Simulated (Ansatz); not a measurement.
An Ansatz (a quantum-chemistry and plane-wave program) input (PBEsol/PAW in Ansatz, no spin-orbit coupling):

Ansatz 0.2 input:
```yaml
crystal:
  lattice:
    - [0, 2.3834813697, 2.3834813697]
    - [2.3834813697, 0, 2.3834813697]
    - [2.3834813697, 2.3834813697, 0]
  atoms:
    - { symbol: Ca, position: [0, 0, 0] }
    - { symbol: O, position: [0.5, 0.5, 0.5] }
basis: { ecutwfc: 420, ecutrho_ratio: 4, xc_grid: 2, fft_grid_basis: typed }
kpoints: { mp_grid: { grid: [27, 27, 27] } }
hamiltonian:
  xc: pbesol
  dispersion: none
  pseudopotentials: { kind: paw }
total_charge: -0.541621
scf: { occupations: { method: fermi_dirac, width: 0.0259 }, convergence: { dr2_threshold: 0.0000000002 } }
relax: { f_tol: 0.005, max_steps: 30 }
output: { forces: true, stress: true }
checkpoint: { write: state.ck, write_every: 1000 }
```

Q: Which symmetry and how many k-points will the program report, and about how many plane waves at Γ?

A: Space group Fm-3m (ITA 225) with 48 operations, k-points 560 of 19683, and 531 plane waves at Γ.

Charged cell with a jellium background: band edges are those of the host's band count, energies are not comparable with the neutral cell, and many-body gap narrowing is missing. Whether these cells are dynamically stable was not tested. The cell was made from CaO in the rock salt structure (space group Fm-3m, No. 225) by this change: electrons 2.0×10^22 cm⁻³.
